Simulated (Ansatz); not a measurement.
Cost and result by functional for the adsorption energy of H2O on the 1x1 (111) surface of fcc Ag, one in a 2x2 cell, started at the site 'bridge Ag-Ag (span 2.9 Å)', in Ansatz (plane waves, PAW). Single points on the PBE structure, on one kind of machine; costs are rough ratios of the slab run's core time (references not counted) to the cheapest single point. r2SCAN's cost holds its higher cutoff (500 against 420 eV). Differences are taken against r2SCAN for comparison alone: no measured value is at hand, so the table doesn't rank accuracy.

Set-up: 19 atoms, 7.1 Å thick at the start under the adsorbate (thin: gaps and levels are the slab's own); mesh 6x6x1; 0.1 eV smearing; dipole correction on; 8 atoms held, the rest relaxed; no symmetry held; no spin, no spin-orbit, no U, no dispersion correction. At the end no host atom lies within bonding distance. In PBE it is, or lies within 0.03 eV of, the lowest of the starts that converged. These notes are the PBE run's. Adsorption energies are against H2O(g). A negative adsorption energy means that the adsorbate is more stable on the surface than in its reference.

```json
[
 {"functional": "RPBE", "relative cost": "1", "adsorption energy (eV)": "0.01", "less r2SCAN (eV)": "0.23"},
 {"functional": "r2SCAN", "relative cost": "2", "adsorption energy (eV)": "-0.23", "less r2SCAN (eV)": "0.00"},
 {"functional": "PBE (the relaxed run's value)", "relative cost": "–", "adsorption energy (eV)": "-0.13", "less r2SCAN (eV)": "0.10"}
]
```

The values span 0.23 eV, while the single points' costs differ by a factor of roughly 2. Differences are of unrounded values.

Ansatz is an electronic-structure program.
